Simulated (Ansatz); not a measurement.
**Convergence study of the k-point mesh for Ca (Fm-3m, 1 atom in the cell)**

```yaml
crystal:
  lattice:
    - [0.00000, 2.79837, 2.79837]
    - [2.79837, 0.00000, 2.79837]
    - [2.79837, 2.79837, 0.00000]
  atoms:
    - { symbol: Ca, position: [0.00000, 0.00000, 0.00000] }
```

Level of theory: PBEsol, default PAW files made with PBE (plane waves; Ansatz, an electronic-structure program).

Base settings: basis.ecutwfc = 30.9 Ry; kpoints.mp_grid.grid = 10 10 10; hamiltonian.xc = pbesol; hamiltonian.pseudopotentials = {kind: paw} (the program's default PAW files); scf.occupations.method = gaussian; scf.occupations.width = 0.0073 Ry.

The second cell is the first with its lattice scaled by 0.98.

Only quantities that move along the ladder and can be compared are tabulated.

The count of work is k-points × plane waves × bands × iterations; it is no time. 

The starting cell has typed, rounded lattice constants, without a prior relaxation at this level. Its lattice was rescaled by up to half a per cent. Ansatz's pressure includes its estimate of the finite-basis (Pulay) stress.

```csv
kpoints.mp_grid.grid,free energy less the last step's (meV/atom),energy of the compressed cell less the first (meV/atom),pressure (GPa),count of work / last
2 2 2,384.71,-66.13,-3.91,0.0031
3 3 3,41.51,-9.62,-1.10,0.0041
4 4 4,-64.76,-10.12,-1.13,0.0083
5 5 5,5.60,-15.52,-1.38,0.010
6 6 6,24.30,-13.92,-1.29,0.017
7 7 7,-5.64,-11.65,-1.18,0.021
8 8 8,0.08,-12.79,-1.24,0.030
9 9 9,2.11,-12.10,-1.20,0.036
10 10 10,-1.41,-12.55,-1.23,0.049
11 11 11,-0.62,-12.61,-1.23,0.058
12 12 12,1.13,-12.35,-1.22,0.074
13 13 13,0.25,-12.53,-1.23,0.087
15 15 15,-0.01,-12.39,-1.22,0.12
18 18 18,-0.02,-12.42,-1.22,0.20
20 20 20,-0.06,-12.47,-1.22,0.26
22 22 22,0.08,-12.48,-1.22,0.34
24 24 24,-0.04,-12.46,-1.22,0.43
27 27 27,-0.02,-12.46,-1.22,0.58
30 30 30,-0.01,-12.46,-1.22,0.78
33 33 33,0.00,-12.47,-1.22,1.0
```

Coarsest kpoints.mp_grid.grid that holds the energy of the compressed cell less the first within 0.2 meV/atom of the last step, with all finer ones: 10 10 10, at 0.049 of the last step's count of work; the step before is off by 0.37 meV/atom.

Coarsest kpoints.mp_grid.grid that holds the pressure within 1 GPa of the last step, with all finer ones: 3 3 3, at 0.0041 of the last step's count of work; the step before is off by 2.7 GPa.

Coarsest kpoints.mp_grid.grid that holds the free energy within 1 meV/atom of the last step, with all finer ones: 13 13 13, at 0.087 of the last step's count of work; the step before is off by 1.1 meV/atom.

The energy difference between the two cells stays within 1 meV/atom of the last step's from 7 7 7 on, the total only from 13 13 13 on: much of the error is common to both cells and cancels.

Keys are those of Ansatz 0.2.
